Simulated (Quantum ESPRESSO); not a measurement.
Input and output of a self-consistent single point for La2Zn17 (R-3m, 19 atoms in the cell) (Quantum ESPRESSO).

Level of theory: PBEsol, GBRV 1.5 ultrasoft (PBESOL) pseudopotentials (plane waves; Quantum ESPRESSO 7.5).

```
CELL_PARAMETERS angstrom
      4.51478     2.60661     4.38702
     -4.51478     2.60661     4.38702
      0.00000    -5.21323     4.38702
ATOMIC_POSITIONS crystal
  La 0.66263 0.66263 0.66263
  La 0.33737 0.33737 0.33737
  Zn 0.34713 0.34713 0.84079
  Zn 0.65287 0.65287 0.15921
  Zn 0.84079 0.34713 0.34713
  Zn 0.15921 0.65287 0.65287
  Zn 0.34713 0.84079 0.34713
  Zn 0.65287 0.15921 0.65287
  Zn 0.09826 0.09826 0.09826
  Zn 0.90174 0.90174 0.90174
  Zn 0.00000 0.00000 0.50000
  Zn 0.50000 0.00000 0.00000
  Zn 0.00000 0.50000 0.00000
  Zn 0.71083 0.28917 0.00000
  Zn 0.28917 0.71083 0.00000
  Zn 0.00000 0.71083 0.28917
  Zn 0.00000 0.28917 0.71083
  Zn 0.28917 0.00000 0.71083
  Zn 0.71083 0.00000 0.28917
```

Reference input (self-consistent single point, DFT, PBEsol, plane waves, GBRV 1.5 ultrasoft (PBESOL) pseudopotentials): ecutwfc = 50 Ry; ecutrho = 250 Ry; occupations = smearing; smearing = cold; degauss = 0.0147 Ry; potentials = {La: la_pbesol_v1.uspp.F.UPF, Zn: zn_pbesol_v1.uspp.F.UPF}; K_POINTS = automatic 3 3 3 0 0 0; conv_thr = 1e-11 Ry. This run's input differs from it in these lines:

```diff
@@ -20,3 +20,3 @@
 &ELECTRONS
-   conv_thr = 1.0e-11,
+   conv_thr = 7.3e-06,
 /
```

Output (repeated stretches shortened):

```
     Self-consistent Calculation

     iteration #  1     ecut=    50.00 Ry     beta= 0.70

---- Real-time Memory Report at c_bands before calling an iterative solver
          1279 MiB given to the printing process from OS
           448 MiB allocation reported by mallinfo(arena+hblkhd)
------------------

     Threshold (ethr) on eigenvalues was too large:
     Diagonalizing with lowered threshold

---- Real-time Memory Report at c_bands before calling an iterative solver
          1648 MiB given to the printing process from OS
           454 MiB allocation reported by mallinfo(arena+hblkhd)
------------------

   [... lines left out ...]
          1684 MiB given to the printing process from OS
           490 MiB allocation reported by mallinfo(arena+hblkhd)
------------------

     negative rho (up, down):  1.170E-01 0.000E+00

     total energy              =   -8045.86201759 Ry
     estimated scf accuracy    <       0.00001460 Ry

     iteration # 10     ecut=    50.00 Ry     beta= 0.70

---- Real-time Memory Report at c_bands before calling an iterative solver
          1688 MiB given to the printing process from OS
           493 MiB allocation reported by mallinfo(arena+hblkhd)
------------------

     negative rho (up, down):  1.172E-01 0.000E+00
     End of self-consistent calculation

   [... 25 lines left out ...]

   [... 25 lines left out ...]

   [... 25 lines left out ...]

   [... 25 lines left out ...]

     the Fermi energy is    13.6966 ev

!    total energy              =   -8045.86201665 Ry
     estimated scf accuracy    <       0.00000287 Ry
     smearing contrib. (-TS)   =       0.00089773 Ry
     internal energy E=F+TS    =   -8045.86291439 Ry

     convergence has been achieved in  10 iterations

     negative rho (up, down):  1.172E-01 0.000E+00

     Forces acting on atoms (cartesian axes, Ry/au):

     atom    1 type  1   force =     0.00000000    0.00000000    0.00690681
     atom    2 type  1   force =     0.00000000    0.00000000   -0.00690681
     atom    3 type  2   force =     0.00000000    0.00234133    0.00285242
   [... lines left out ...]
     Total force =     0.018071     Total SCF correction =     0.005550
   [... lines left out ...]

     negative rho (up, down):  1.172E-01 0.000E+00
          total   stress  (Ry/bohr**3)                   (kbar)     P=      -16.47
  -0.00012779  -0.00000000  -0.00000000          -18.80       -0.00       -0.00
  -0.00000000  -0.00012779  -0.00000000           -0.00      -18.80       -0.00
   0.00000000  -0.00000000  -0.00008028            0.00       -0.00      -11.81

   JOB DONE.
```

The run converged in 10 iterations. Against the reference run the free energy stays essentially unchanged (within 1 meV/atom), the pressure goes from -2.57 to -1.65 GPa and the largest force hardly changes (0.174 to 0.178 eV/Å). The full log also holds: “SCF correction compared to forces is large: reduce conv_thr to get better values”.

The starting cell comes from a database of computed structures (which also holds hypothetical and non-ambient phases and stackings), without a prior relaxation at this level.

Cost on one core of a shared machine: roughly 9 min.
